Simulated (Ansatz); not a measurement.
# What isotropic strain −2.36 % does to Cu3Ge

Consider Cu$_{3}$Ge (space group Pmmn, No. 59; a = 4.153 Å, b = 5.207 Å, c = 4.521 Å; a cell from a computed database, its experimental status unchecked).

One thing is altered: an isotropic linear strain of −2.36 %; the atoms relax in the strained cell.

The values are results of Kohn–Sham DFT with the PBEsol functional, run in Ansatz (a program for electronic structure) with PAW and 420 eV plane waves, without spin-orbit coupling, not measurements. Γ-centred 11×9×10 mesh, Fermi–Dirac width 0.05 eV.

| quantity | base | changed | shift |
|---|---|---|---|
| volume per atom | 12.22 Å³ | 11.37 Å³ | -0.845 Å³ |
| space group | Pmmn (No. 59) | Pmmn (No. 59) | – |
| shortest interatomic distance | 2.547 Å | 2.490 Å | -0.057 Å |
| energy relative to the base (free energy F) | 0 meV/atom | +31 meV/atom | +31 meV/atom |
| band gap | zero | zero | – |

Cost of the whole job for the changed cell (relaxation, final SCF and bands): roughly 2.3 core-minutes.

Stability against distortions was not tested. All final runs are without spin polarisation.
